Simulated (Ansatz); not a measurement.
An Ansatz (an electronic-structure program) input (plane-wave PAW DFT at the PBE level (Ansatz, 420 eV), no spin-orbit coupling):

Ansatz 0.2 input:
```yaml
crystal:
  lattice:
    - [-2.8359434309, 2.8359434309, 5.6312603021]
    - [2.8359434309, -2.8359434309, 5.6312603021]
    - [2.8359434309, 2.8359434309, -5.6312603021]
  atoms:
    - { symbol: Cu, position: [0.75, 0.25, 0.5] }
    - { symbol: Cu, position: [0, 0, 0] }
    - { symbol: Ga, position: [0.25, 0.75, 0.5] }
    - { symbol: Ga, position: [0.5, 0.5, 0] }
    - { symbol: Se, position: [0.1188006795, 0.125, 0.4938006795] }
    - { symbol: Se, position: [0.6311993205, 0.625, 0.5061993205] }
    - { symbol: Se, position: [0.375, 0.8811993205, 0.0061993205] }
    - { symbol: Se, position: [0.875, 0.3688006795, 0.9938006795] }
basis: { ecutwfc: 420, ecutrho_ratio: 4, xc_grid: 2, fft_grid_basis: typed }
kpoints: { mp_grid: { grid: [8, 8, 8] } }
hamiltonian:
  xc: pbe
  dispersion: none
  pseudopotentials: { kind: paw }
scf: { occupations: { method: fermi_dirac, width: 0.05 }, convergence: { dr2_threshold: 0.0000000008 } }
output: { forces: true, stress: true }
```

Task: Which symmetry and how many k-points will the program report, and about how many plane waves at Γ?

Result: Space group I-42d (ITA 122) with 8 operations, k-points 59 of 512, and 3547 plane waves at Γ.

Whether these cells are dynamically stable was not tested. The final runs are not spin-polarised. The cell is GaCuSe$_{2}$ in the chalcopyrite structure (space group I-42d, No. 122).
